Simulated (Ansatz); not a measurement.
Base system: ZnGeP2 in the chalcopyrite structure (space group I-42d, No. 122).

```
ZnGeP2
1.0
   -2.71213     2.71213     5.35485
    2.71213    -2.71213     5.35485
    2.71213     2.71213    -5.35485
Zn Ge P
2 2 4
Direct
  0.00000   0.00000   0.00000
  0.75000   0.25000   0.50000
  0.50000   0.50000   0.00000
  0.25000   0.75000   0.50000
  0.87500   0.87334   0.49834
  0.12666   0.62500   0.00166
  0.37500   0.37666   0.50166
  0.62334   0.12500   0.99834
```

Cartesian axes are those of the cell as printed.

The values are results of plane-wave PAW DFT at the PBEsol level (Ansatz, a program for electronic structure, 420 eV), no spin-orbit coupling, not measurements.

Before the change:

Valence-band top at Γ: 0.00, -0.07, -0.07 eV

One thing is altered: the cell is stretched by 1.50 % along z with no lateral relaxation, atoms relaxed at fixed cell.

How does this affect the stress, energy relative to the base and valence-band top at Γ?

The stress (xx, yy, zz, yz, xz, xy; compression positive) amounts to (-0.85, -0.85, -1.92, 0.00, 0.00, 0.00) GPa; the energy grows by 1.8 meV/atom; the valence-band top at Γ (three highest levels, from the VBM) becomes 0.00, 0.00, -0.01 eV (base: 0.00, -0.07, -0.07 eV).

The levels and masses belong to the bands next to the band gap. The cells carry an imposed strain or load. Stability against distortions was not tested.
